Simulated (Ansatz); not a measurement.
Stishovite (SiO2), treated with G0W0@PBE+SOC (Ansatz, a program for electronic structure, hard PAW, contour deformation, complete-basis limit, spin–orbit shift from PBE).

Numerical settings: largest k mesh 6×6×10 (not extrapolated in the mesh).

Cell (measured lattice):

```xyz
6
Lattice="4.1790 0.0000 0.0000 0.0000 4.1790 0.0000 0.0000 0.0000 2.6649" Properties=species:S:1:pos:R:3 pbc="T T T"
Si     0.0000     0.0000     0.0000
Si     2.0895     2.0895     1.3324
O      1.2768     1.2768     0.0000
O      3.3663     0.8127     1.3324
O      0.8127     3.3663     1.3324
O      2.9022     2.9022     0.0000
```

Question: What does this level give for the band gap?

Answer: 
- band gap = 8.78 eV

Note: spin–orbit coupling enters as the shift of the gap found with a semilocal functional; cell and atoms aren't relaxed at this level.

Computed values are for the static lattice.
